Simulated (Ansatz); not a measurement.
## A computed series for Pd: response to strain

Consider Pd in the fcc (Cu type) structure (space group Fm-3m, No. 225; a = 3.841 Å; relaxed with 0.1 eV smearing). Axes: x, y, z lie along the cube axes.

Strains are applied to the cell and any free atomic positions relax.

Calculations: LDA, PAW, 420 eV (Ansatz, a program for electronic structure; without spin-orbit coupling).

Notes on the quantities. energy relative to the base: free energy F; pressure: mean of the normal stresses, compression positive.

| case | energy relative to the base | pressure | shortest interatomic distance |
|---|---|---|---|
| base | 0 meV/atom | 0.0 GPa | 2.716 Å |
| uniaxial strain ε_zz = −3.00 % | +12 meV/atom | (withheld) | 2.676 Å |
| uniaxial strain ε_zz = −2.50 % | +7.9 meV/atom | 6.2 GPa | 2.683 Å |
| uniaxial strain ε_zz = −2.00 % | +5.0 meV/atom | 4.8 GPa | 2.689 Å |
| uniaxial strain ε_zz = −1.00 % | +1.2 meV/atom | 2.3 GPa | 2.703 Å |
| uniaxial strain ε_zz = +0.50 % | +0.3 meV/atom | -1.1 GPa | 2.716 Å |
| uniaxial strain ε_zz = +1.00 % | +1.2 meV/atom | -2.2 GPa | 2.716 Å |
| uniaxial strain ε_zz = +1.50 % | +2.6 meV/atom | -3.2 GPa | 2.716 Å |
| uniaxial strain ε_zz = +2.00 % | (withheld) | -4.2 GPa | 2.716 Å |
| uniaxial strain ε_zz = +2.50 % | (withheld) | -5.2 GPa | 2.716 Å |

Question: Some entries are withheld; estimate them.

Answer: 
- uniaxial strain ε_zz = −3.00 %, pressure: 7.5 GPa
- uniaxial strain ε_zz = +2.00 %, energy relative to the base: +4.6 meV/atom
- uniaxial strain ε_zz = +2.50 %, energy relative to the base: +7.2 meV/atom

No phonon test of stability was made. The final runs are not spin-polarised. Pd lies near a magnetic instability that expansion can trigger; it was not tested.
